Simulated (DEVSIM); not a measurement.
Structure: illuminated Si n-on-p cell, one wavelength, with a back-surface field, at 350 K.

Layer 1 from the left is Si, thickness (μm) 0.0820, Nd (cm⁻³) 5.7e17, τn (s) 1.3e-6, τp (s) 2.4e-7, absorption coefficient (cm⁻¹) 84000. Layer 2 from the left is Si, thickness (μm) 56.0, Na (cm⁻³) 3.7e16, τn (s) 1.1e-5, τp (s) 1.1e-5, absorption coefficient (cm⁻¹) 84000. Layer 3 from the left is Si, thickness (μm) 0.440, Na (cm⁻³) 2.5e18, τn (s) 1.1e-5, τp (s) 1.1e-5, absorption coefficient (cm⁻¹) 84000.

Left contact: ohmic, minority hole recombination velocity 9e6 cm/s. Right contact: ohmic, minority electron recombination velocity 40000 cm/s. Voltage is applied to the left contact. Recombination: SRH at mid-gap, radiative, Auger. Light enters at the left, 1.7e18 photons cm⁻² s⁻¹, one pass, no reflection. Mobility is μmin + (μ − μmin)/(1 + (N/Nref)^α).

This is a model device: material constants are rounded textbook-type values typed into the input, and sizes, dopings and lifetimes were drawn at random. Values at 300 K; Nc and Nv go as T^1.5, mobilities as T to minus their exponent, the gap by Varshni's rule with the affinity fixed.

Si: gap (eV) 1.124, affinity (eV) 4.05, permittivity 11.7, Nc (cm⁻³) 2.86e19, Nv (cm⁻³) 3.1e19, μn (cm²/Vs) 1417, μp (cm²/Vs) 470, μn,min 52, μp,min 45, Nref,n 9.7e16, Nref,p 2.2e17, αn 0.68, αp 0.72, T exponent of μn 2.3, T exponent of μp 2.2, B (cm³/s) 4.7e-15, Cn (cm⁶/s) 2.8e-31, Cp (cm⁶/s) 9.9e-32, Varshni α (eV/K) 0.000473, Varshni β (K) 636.

Simulated with DEVSIM: 1D drift-diffusion, Boltzmann statistics, complete ionisation; no tunnelling, impact ionisation, image-force lowering or self-heating.

Dark forward current:

```tsv
|V| (V)	|J| (A/cm²)
0.05	1.042e-7
0.10	6.283e-7
0.15	3.323e-6
0.20	1.730e-5
0.25	9.004e-5
0.30	0.0004692
0.35	0.002447
0.40	0.01275
0.45	0.06610
0.50	0.3345
0.55	1.529
0.60	5.334
0.65	13.33
0.70	27.47
0.75	53.38
0.80	101.7
0.85	186.5
0.90	321.8
0.95	518.4
1.00	783.6
1.05	1121
1.10	1532
1.15	2014
```

### Question
Work out the local ideality factor n = ΔV / (kT/q · ln(J2/J1)) between the rows 0.15 and 0.20 V, 0.30 and 0.35 V, 1.10 and 1.15 V.

### Answer
kT/q = 30.16 mV. From 0.15 to 0.20 V: ln(1.730e-5/3.323e-6) = 1.650, n = 1.00, near the 1 of diffusion or emission over a barrier. From 0.30 to 0.35 V: ln(0.002447/0.0004692) = 1.652, n = 1.00, near the 1 of diffusion or emission over a barrier. From 1.10 to 1.15 V: ln(2014/1532) = 0.274, n = 6.06.

### Question
What current could the absorbed light give at most, and what share is collected?

### Answer
Σ αd = 475, so qΦ(1 − exp(−Σ αd)) = 272 mA/cm². The simulated short-circuit current is 208.3 mA/cm², a share of 0.76.

### Question
Estimate the open-circuit voltage by superposition: the voltage at which the dark current equals that short-circuit current.

### Answer
Interpolating ln J in the table gives 0.485 V. The simulation gives 0.484 V, the same within the digits that matter. Superposition holds where collection doesn't change with voltage.

### Question
Estimate the fill factor from FF0 = (v − ln(v + 0.72))/(v + 1), v = qVoc/(nkT), with n from the dark curve.

### Answer
The rows about Voc, 0.45 and 0.50 V, give n = 1.02, so v = 15.7 and FF0 = 0.773. The simulation gives 0.765, the same within the digits that matter.
